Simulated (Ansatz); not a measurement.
AlSiCN (P3m1, No. 156, 4 atoms in the cell; start mp-1227998) was calculated with PBEsol (Ansatz, an electronic-structure program, PAW).

Run with plane-wave cutoff 520 eV, 12×12×8 k mesh (along the axes of the cell as run), scalar-relativistic PAW data made under PBE.

Computed at the level's own relaxed cell.

Hill averages of the elastic tensor: K = 209.4 GPa, G = 142.2 GPa. Volume 10.419 Å³/atom, mean atomic mass 20.271 u.

### Question
Work out the density, the sound velocities of a polycrystal and the elastic Debye temperature at this level.

### Answer
ρ = 1.66054 × 20.271/10.419 = 3.231 g/cm³. v_l = √[(K + 4G/3)/ρ] = 11.113 km/s and v_t = √(G/ρ) = 6.634 km/s. The mean follows from 3/v_m³ = 1/v_l³ + 2/v_t³: v_m = 7.342 km/s. Θ_D = (ħ/k_B) v_m (6π²/V)^(1/3) = 76.38 K Å s/km × 7.342 × 1.7846 Å⁻¹ = 1001 K, counting all atoms of the cell.

Note: the relaxation could not lower the start's symmetry, so the cell can be a saddle point above a distorted one.

A start named mp-… is a Materials Project structure, which need not be a measured phase.
